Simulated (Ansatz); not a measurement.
Base system: FeCo in the CsCl type structure (space group Pm-3m, No. 221; a = 2.800 Å; ferromagnetic).

All numbers come from Kohn–Sham DFT with the PBEsol functional, run in Ansatz (a quantum-chemistry and plane-wave program) with PAW and 420 eV plane waves, spin-orbit coupling left out, earlier PAW set.

Base values:

Volume per atom: 10.98 Å³

Perturbation: cell and atoms relaxed at a pressure of 30 GPa.

**Question.** Predict the new volume per atom.

**Answer.** The volume per atom shrinks by 1.11 Å³ to 9.87 Å³.

The magnetic state is the one reached from the starting moments; the real material's order can differ, and small cells can't hold many antiferromagnetic ones. Load acts through the strain it causes; cell and atoms are relaxed under it. Whether these cells are dynamically stable was not tested. No other phases were tried under pressure.
